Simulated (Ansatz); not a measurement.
Base system: ZrSi2 (space group Cmcm, No. 63; a = 3.675 Å, b = 14.571 Å, c = 3.656 Å).

Method: PBEsol (Ansatz, a quantum-chemistry and plane-wave program; PAW; 420 eV plane waves; no spin-orbit coupling), earlier PAW set.

Before the change:

The volume per atom is 16.32 Å³ and the band gap is zero.

It is then changed as follows: Ti takes the place of Zr on all its sites, then cell and atoms are relaxed.

Problem. Predict the new volume per atom and band gap.

Solution. The volume per atom decreases by 2.41 Å³, from 16.32 Å³ to 13.91 Å³; the band gap remains zero.

Stability against distortions was not tested. The final runs are not spin-polarised.
